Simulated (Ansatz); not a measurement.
We consider AlCl₃ (C2/m, No. 12), described by LDA (plane waves, PAW; Ansatz, a program for electronic structure).

Run with plane-wave cutoff 520 eV, 8×8×6 k mesh (along the axes of the cell as run), Fermi–Dirac smearing 0.01 eV, scalar-relativistic PAW data made under PBE.

Cell (relaxed at this level):

```yaml
crystal:
  lattice:
    - [5.05813, 2.92244, -0.00304]
    - [5.05813, -2.92244, 0.00304]
    - [0.00000, -1.89683, -5.68102]
  atoms:
    - { symbol: Al, position: [0.83346, 0.83346, 0.00000] }
    - { symbol: Al, position: [0.16654, 0.16654, 0.00000] }
    - { symbol: Cl, position: [0.78083, 0.21917, 0.76672] }
    - { symbol: Cl, position: [0.21917, 0.78083, 0.23328] }
    - { symbol: Cl, position: [0.42518, 0.92936, 0.76879] }
    - { symbol: Cl, position: [0.92936, 0.42518, 0.23121] }
    - { symbol: Cl, position: [0.57482, 0.07064, 0.23121] }
    - { symbol: Cl, position: [0.07064, 0.57482, 0.76879] }
```

Problem. What does this level give for the band gap, bulk modulus B0, pressure derivative B′ of the bulk modulus and Γ–Γ gap?

Solution. 
band gap: 4.91 eV (indirect)
bulk modulus B0: 19.3 GPa
pressure derivative B′ of the bulk modulus: 12.1
Γ–Γ gap: 5.44 eV

Note: the bulk modulus comes from volumes at which shape and atoms were relaxed.

The computed numbers hold no vibrational or temperature effects.

The result took roughly 22 core-minutes.
